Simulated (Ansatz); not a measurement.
Base system: Se (space group P3_121, No. 152; a = 4.507 Å, c = 4.989 Å; made of chains). Axes: x lies along a and z along c of the hexagonal cell.

The values are results of Ansatz (an electronic-structure program) r2SCAN, no spin-orbit coupling, earlier PAW set, not measurements.

Modification: an isotropic linear strain of +0.66 %; the atoms relax in the strained cell.

Problem. Predict the stress tensor and what it implies for the stiffness.

Solution. Stress of the strained cell less that of the base (GPa, compression positive):
```
  -0.19    0.00    0.00
   0.00   -0.19    0.00
   0.00    0.00   -0.69
```

Then B = −ΔP/(ΔV/V₀) with ΔV/V₀ = 0.0199 gives secant stiffness values (nonlinear terms included at this strain): B (at held cell shape, above the free-shape value) ≈ 18 GPa.

Stability against distortions was not tested. No dispersion term is included, though the crystal is made of layers, chains or molecules, so its spacings can come out too wide.
